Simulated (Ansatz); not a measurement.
Consider HgSe in the zinc blende structure (space group F-43m, No. 216; a = 6.133 Å). Axes: x, y, z lie along the cube axes.

Calculations: plane-wave PAW DFT at the PBEsol level (Ansatz, a quantum-chemistry and plane-wave program, 420 eV), no spin-orbit coupling.

Strains are applied to the cell and any free atomic positions relax; under biaxial strain the out-of-plane vector relaxes too.

One change was made to it. Results:

```json
[
 {"quantity": "volume per atom", "base": "28.83 Å³", "after": "29.12 Å³"},
 {"quantity": "energy relative to the base (free energy F)", "base": "0 meV/atom", "after": "+4.0 meV/atom"},
 {"quantity": "pressure (mean of the normal stresses, compression positive)", "base": "0.0 GPa", "after": "-0.6 GPa"}
]
```

Q: Name the change that was made.
(A) biaxial strain −2.00 %, plane normal [001], relaxed out of plane
(B) biaxial strain +2.50 %, plane normal [001], relaxed out of plane
(C) biaxial strain −0.50 %, plane normal [001], relaxed out of plane
(D) biaxial strain +2.00 %, plane normal [001], relaxed out of plane

A: B, biaxial strain +2.50 %, plane normal [001], relaxed out of plane. For comparison, the energy relative to the base in the other runs: biaxial strain −0.50 %, plane normal [001], relaxed out of plane gives +0.2 meV/atom; biaxial strain +2.00 %, plane normal [001], relaxed out of plane gives +2.6 meV/atom; biaxial strain −2.00 %, plane normal [001], relaxed out of plane gives +2.8 meV/atom.

The mesh was chosen for an insulator and is coarse for the gapless case. No phonon test of stability was made. All final runs are without spin polarisation.
